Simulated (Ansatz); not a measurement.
The parent structure is Zr in the hcp (Mg type) structure (space group P6_3/mmc, No. 194; a = 3.230 Å, c = 5.179 Å; relaxed with 0.1 eV smearing). Axes: x lies along a and z along c of the hexagonal cell.

Perturbation: biaxial strain −3.31 %, plane normal [001], relaxed out of plane (Cartesian); in-plane vectors clamped, the third vector and the atoms free.

Levels (all Ansatz, an electronic-structure program, PAW): PBE (420 eV, no spin-orbit coupling); r2SCAN (500 eV, no SOC).

The geometry is relaxed with PBE.

* **PBE pressure**: 3.2 GPa

Problem. What does r2SCAN give at this geometry for the pressure?

Solution. The pressure increases by 0.6 GPa, from 3.2 GPa to 3.8 GPa.

Single points use the geometry relaxed with PBE. Their cutoffs differ, which shifts pressures a little. Whether these cells are dynamically stable was not tested. All final runs are without spin polarisation.
